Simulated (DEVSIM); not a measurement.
Device: Ni/La2O3/p-InP capacitor, at 250 K.

```tsv
layer (left to right)	material	thickness (nm)	Na (cm⁻³)
1	La2O3	3.90	-
2	InP	20000	1e15
```

Metal gate on the left, work function 5.1 eV. Fixed charge at the semiconductor interface -6.6e11 cm⁻² (in units of +e); interface traps 7.1e10 cm⁻² eV⁻¹, uniform in energy, neutral level at 0.3 of the gap above the valence band.

This is a model device: material constants are rounded textbook-type values typed into the input, and sizes, dopings and lifetimes were drawn at random. Values at 300 K; Nc and Nv go as T^1.5, mobilities as T to minus their exponent, the gap by Varshni's rule with the affinity fixed.

| parameter | La2O3 | InP |
|---|---|---|
| gap (eV) | 5.8 | 1.344 |
| affinity (eV) | 1.8 | 4.38 |
| permittivity | 27 | 12.5 |
| Nc (cm⁻³) | - | 5.7e17 |
| Nv (cm⁻³) | - | 1.1e19 |
| Varshni α (eV/K) | - | 0.000363 |
| Varshni β (K) | - | 162 |

DEVSIM, 1D Poisson equation in equilibrium, Boltzmann statistics, complete ionisation; no quantum confinement or tunnelling. Metal contacts follow the ideal Schottky-Mott rule: no Fermi-level pinning, no interface dipoles.

Base results: threshold voltage (band bending 2φF) (V) 0.61; capacitance of the dielectric stack (μF/cm²) 6.13; flat-band voltage (V) -0.43; minimum of the low-frequency capacitance (μF/cm²) 0.0213.

### Question
What follows from this one change: interface trap density 7.1e+10 → 1e+11 cm^-2 eV^-1?

### Answer
threshold voltage (band bending 2φF) little changed (0.61 V); capacitance of the dielectric stack little changed (6.13 μF/cm²); flat-band voltage little changed (-0.43 V); minimum of the low-frequency capacitance 0.0213 → 0.0259 μF/cm².

### Question
What follows from this one change: gate work function 5.1 → 5.25 eV?

### Answer
threshold voltage (band bending 2φF) 0.61 → 0.76 V; capacitance of the dielectric stack little changed (6.13 μF/cm²); flat-band voltage -0.43 → -0.28 V; minimum of the low-frequency capacitance little changed (0.0215 μF/cm²).
